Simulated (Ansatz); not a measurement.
The structure below was relaxed with PBEsol in Ansatz (plane waves to 420 eV, PAW, no spin-orbit coupling).

```xyz
12
Lattice="4.6094 -2.6104 0.0000 4.6094 2.6104 0.0000 -2.8825 0.0000 8.3570" Properties=species:S:1:pos:R:3 pbc="T T T"
Zr     4.6501     0.0000     1.5520
Zr    -1.3787     0.0000     5.7856
Zr     7.7151     0.0000     2.5713
Zr     1.6864     0.0000     6.8050
Ir     0.0000     0.0000     0.0000
Ir     3.1682     0.0000     4.1785
Re     1.5480     0.0000     2.1053
Re     4.7884     0.0000     6.2516
Ir     2.3047    -1.3052     0.0000
Re     0.8635     1.3052     4.1785
Ir     2.3047     1.3052     0.0000
Re     0.8635    -1.3052     4.1785
```

Q: Find the space group and the Wyckoff positions.

A: Space group C2/m (No. 12); a = 9.2189 Å, b = 5.2207 Å, c = 8.8401 Å, α = γ = 90.00°, β = 109.03°

```csv
atom,site,symmetry,x,y,z
Zr,4i,m,0.0625,0.5000,0.1857
Zr,4i,m,0.0669,0.0000,0.6923
Ir,2a,2/m,0.0000,0.0000,0.0000
Ir,2d,2/m,0.0000,0.5000,0.5000
Re,4i,m,0.2467,0.0000,0.2519
Ir,4e,-1,0.2500,0.2500,0.0000
Re,4f,-1,0.2500,0.2500,0.5000
```

Q: Describe the coordination.

A: The crystal has 24 atoms in its conventional cell. Conventional cell: a = 9.219 Å, b = 5.221 Å, c = 8.840 Å, α = 90.00°, β = 109.03°, γ = 90.00°. Zr1 has 7 Ir at 3.016–3.100 Å and 5 Re at 3.046–3.151 Å and 4 Zr at 3.105–3.230 Å. Zr2 has 5 Ir at 2.979–3.066 Å and 7 Re at 3.052–3.145 Å and 4 Zr at 3.200–3.230 Å. Ir1 has 2 Re at 2.613 Å and 4 Ir at 2.649 Å and 6 Zr at 2.979–3.037 Å. Ir2 is coordinated by 6 Re at 2.631–2.649 Å and 6 Zr at 3.016–3.066 Å. Re1 has 2 Re at 2.544 Å and 4 Ir at 2.590–2.631 Å and 6 Zr at 3.065–3.151 Å. Ir3 is surrounded by 2 Re at 2.590 Å and 4 Ir at 2.610–2.649 Å and 6 Zr at 2.993–3.100 Å. Re2 is coordinated by 4 Re at 2.544–2.610 Å and 2 Ir at 2.649 Å and 6 Zr at 3.046–3.145 Å. (Neighbours: up to the widest gap in distance over summed covalent radii, below 1.35, at either atom.)

Each cell is one ordered arrangement of few atoms, which overstates ordering effects compared with a random alloy. Spin-orbit coupling, missing from the scalar runs, can matter with Ir and Re. No phonon test of stability was made. The final runs are not spin-polarised. The cell was made from ZrIr2 by this change: x(Re) = 0.5, 12 atoms, C2/m.

Ansatz is a program for electronic structure.
